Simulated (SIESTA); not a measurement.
Band structure of LaCO (C2/m, 6 atoms in the cell).

```xyz
6
Lattice="3.5456 -2.0056 0.0000 3.5456 2.0056 0.0000 -0.6803 0.0000 7.3358" Properties=species:S:1:pos:R:3 pbc="T T T"
La     2.0449     0.0000     2.1454
La     4.3660     0.0000     5.1904
C     -0.3521     0.0000     6.7979
C      6.7629     0.0000     0.5379
O      4.3700     0.0000     2.7825
O      2.0409     0.0000     4.5533
```

Level of theory: GGA PBEsol, numerical atomic orbitals DZP, PseudoDojo PBEsol standard norm-conserving potentials (rewritten from UPF to PSML) (SIESTA 5.4.2).

Settings: XC.functional = GGA; XC.authors = PBEsol; potentials = PseudoDojo PBEsol standard; PAO.BasisSize = DZP; PAO.EnergyShift = 0.01 Ry; MeshCutoff = 300 Ry; kgrid.MonkhorstPack = 7 7 4; OccupationFunction = FD; ElectronicTemperature = 580.23 K; MaxSCFIterations = 150; SCF.Mixer.Method = Broyden; SCF.Mixer.Weight = 0.1; SCF.Mixer.History = 6; SCF.DM.Tolerance = 1.0E-04.

The starting cell comes from a database of computed structures (which also holds hypothetical and non-ambient phases and stackings), without a prior relaxation at this level. Values carry the incompleteness of an atom-centred basis.

Q: Predict the gap along the standard path and the places of the band edges.

A: The gap along the path is 3.10 eV, direct at Z to within 0.01 eV. Another conduction valley lies within 0.1 eV, so the order of the valleys is not sure.

Levels in eV from the top of the valence band on the path, bands 18 to 22:
```
point     18     19     20     21    22
-----  -----  -----  -----  -----  ----
Γ      -0.99  -0.97  -0.58  -0.42  3.24
Y      -1.13  -0.96  -0.94  -0.73  3.84
F      -1.28  -0.87  -0.81  -0.38  4.05
L      -1.29  -0.87  -0.78  -0.38  4.06
I      -1.00  -0.99  -0.84  -0.50  3.51
I1     -1.00  -0.99  -0.84  -0.50  3.51
Z      -1.82  -0.73  -0.54   0.00  3.10
F1     -1.28  -0.87  -0.81  -0.38  4.05
X1     -1.51  -1.41  -0.75  -0.57  3.32
X      -1.51  -1.41  -0.75  -0.57  3.32
N      -1.10  -1.08  -0.90  -0.79  3.15
M      -1.42  -0.83  -0.67  -0.57  3.62
```

Higher empty bands are left out: an atom-centred basis made for the valence describes them poorly.
